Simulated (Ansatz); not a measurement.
# CdSe, point defects

Base system: a 16-atom supercell of CdSe in the zinc blende structure (space group F-43m, No. 216; a = 6.196 Å) at its relaxed geometry.

One neutral defect a cell, atoms relaxed at fixed cell.

The values are results of Kohn–Sham DFT with the PBE functional, run in Ansatz (a first-principles code) with PAW and 420 eV plane waves, no spin-orbit coupling, earlier PAW set, not measurements.

| change | largest displacement of a host atom from its site in the perfect cell | pressure |
|---|---|---|
| perfect supercell | – | 0.0 GPa |
| Hg on a Cd site, symmetric start | 0.02 Å | 0.2 GPa |
| Te on a Se site, symmetric start | 0.11 Å | 1.2 GPa |
| Ir on a Se site, symmetric start | 0.01 Å | 0.1 GPa |
| Se on a Cd site (antisite) | ? | ? |
| Cd interstitial (started 2.53 Å from the nearest host atom), symmetric start | 0.20 Å | 3.1 GPa |

**Question.** Complete the table.

**Answer.** 
- Se on a Cd site (antisite), largest displacement of a host atom from its site in the perfect cell: 0.25 Å
- Se on a Cd site (antisite), pressure: 0.4 GPa

The magnetic state is the one reached from the starting moments; the real material's order can differ, and small cells can't hold many antiferromagnetic ones. The cell is small, so the values are those of an ordered compound at a high defect concentration; dilute-limit values will differ. The mesh was chosen for an insulator and is coarse for the gapless case. Defects with a symmetric start kept the site's symmetry and may sit on a saddle; the others started slightly shaken. Starting moments died away, wholly or in part, for Hg on a Cd site, Te on a Se site, Se on a Cd site (antisite) and Cd interstitial (started 2.53 Å from the nearest host atom); another magnetic solution may exist.
